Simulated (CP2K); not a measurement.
Band structure of Sr4IrN4 (P-1, 18 atoms in the cell).

```
Sr4IrN4
1.0
    6.33157     0.00000     0.00000
    1.69469     6.12602     0.00000
    1.53216     2.85628     8.58294
Sr Ir N
8 2 8
Direct
  0.79371   0.56628   0.14878
  0.20629   0.43372   0.85122
  0.70886   0.16412   0.98504
  0.29114   0.83588   0.01496
  0.74890   0.43206   0.59517
  0.25110   0.56794   0.40483
  0.22264   0.97170   0.62203
  0.77736   0.02830   0.37797
  0.72701   0.82707   0.76372
  0.27299   0.17293   0.23628
  0.98213   0.68832   0.61685
  0.01787   0.31168   0.38315
  0.96970   0.84739   0.87559
  0.03030   0.15261   0.12441
  0.53089   0.62932   0.78736
  0.46911   0.37068   0.21264
  0.49450   0.89250   0.22990
  0.50550   0.10750   0.77010
```

Computed with LDA (Pade form), GPW, DZVP-MOLOPT-SR-GTH basis, GTH-PADE potentials (GTH_POTENTIALS) (CP2K).

Settings: CUTOFF = 500 Ry; REL_CUTOFF = 50 Ry; SMEAR/METHOD = FERMI_DIRAC; ELECTRONIC_TEMPERATURE = 1160.45 K; KPOINTS/SCHEME = MONKHORST-PACK 3 4 3; GAMMA_CENTERED = T; XC_FUNCTIONAL = PADE; Sr/BASIS_SET = DZVP-MOLOPT-SR-GTH; Sr/POTENTIAL = GTH-PADE-q10; Ir/BASIS_SET = DZVP-MOLOPT-SR-GTH; Ir/POTENTIAL = GTH-PADE-q17; N/BASIS_SET = DZVP-MOLOPT-SR-GTH; N/POTENTIAL = GTH-PADE-q5; METHOD = GPW.

The starting cell comes from a database of computed structures (which also holds hypothetical and non-ambient phases and stackings), without a prior relaxation at this level. Spin-orbit coupling is off. Spin polarisation is off. Values carry the incompleteness of an atom-centred basis.

Levels in eV from the Fermi level, bands 74 to 79:
| point | 74 | 75 | 76 | 77 | 78 | 79 |
|---|---|---|---|---|---|---|
| X | -1.00 | -0.54 | -0.35 | -0.13 | 0.23 | 0.32 |
| Γ | -1.23 | -0.42 | -0.41 | -0.12 | 0.12 | 0.23 |

Bands cross the Fermi level along this path, so the cell is metallic at this level.

Higher empty bands are left out: an atom-centred basis made for the valence describes them poorly.
